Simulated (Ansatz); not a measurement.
The reference is ZnS in the zinc blende structure (space group F-43m, No. 216; a = 5.357 Å).

The values are results of PBEsol in Ansatz (plane waves to 420 eV, PAW, spin-orbit coupling left out), not measurements.

Before the change:

```
Quantity                                            Value
-----------------------------  --------------------------
Hole mass                      0.18, 0.68, 0.68 mₑ (at Γ)
Shortest interatomic distance                     2.320 Å
```

One thing is altered: a hydrostatic pressure of 2.1 GPa.

**Question.** What does the calculation give for the hole mass after the change?

**Answer.** The hole mass (degenerate bands, along [100]) changes from 0.18, 0.68, 0.68 mₑ (at Γ) to 0.19, 0.64, 0.64 mₑ (at Γ).

**Question.** What does the calculation give for the shortest interatomic distance after the change?

**Answer.** The shortest interatomic distance shrinks by 0.020 Å to 2.300 Å.

**Question.** Estimate the effect on the mean gap deformation potential ΔEg/Δln V.

**Answer.** The mean gap deformation potential ΔEg/Δln V comes out as -4.3 eV.

Load acts through the strain it causes; cell and atoms are relaxed under it. Masses are band curvatures over ±0.01 Å⁻¹ around the edge. Whether these cells are dynamically stable was not tested. Tetrahedral semiconductors of this kind turn to denser phases somewhere between about 1 and 50 GPa; those were not computed, so compressed cells here can lie past the real transition.

Ansatz is an electronic-structure program.
